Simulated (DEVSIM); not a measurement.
System: Pd/SiO2/n-Si capacitor, at 300 K.

Layer 1 from the left is SiO2, thickness (nm) 7.20. Layer 2 from the left is Si, thickness (nm) 14000, Nd (cm⁻³) 3.2e14.

Metal gate on the left, work function 5.2 eV. Fixed charge at the semiconductor interface 1.2e11 cm⁻² (in units of +e); no interface traps.

The device is made up for the run: typed textbook-type constants, with dimensions and the other settings drawn at random. Values at 300 K.

SiO2: gap (eV) 9, affinity (eV) 0.9, permittivity 3.9. Si: gap (eV) 1.124, affinity (eV) 4.05, permittivity 11.7, Nc (cm⁻³) 2.86e19, Nv (cm⁻³) 3.1e19.

### Question
Estimate by hand the flat-band voltage, the threshold voltage, and compare with a numerical solution.

### Answer

- Flat-band voltage: C = 0.480 μF/cm², work-function difference 0.855 V; VFB = φms − qNf/C = 0.82 V; numerical 0.82 V.
- Threshold voltage: φF = 0.266 V, depletion charge √(4εqNφF) = 7.52e-9 C/cm²; VT = VFB − 2φF − Qd/C = 0.27 V; numerical 0.27 V.

Model (solved in DEVSIM): 1D Poisson equation in equilibrium, Boltzmann statistics, complete ionisation; no quantum confinement or tunnelling. Metal contacts follow the ideal Schottky-Mott rule: no Fermi-level pinning, no interface dipoles.
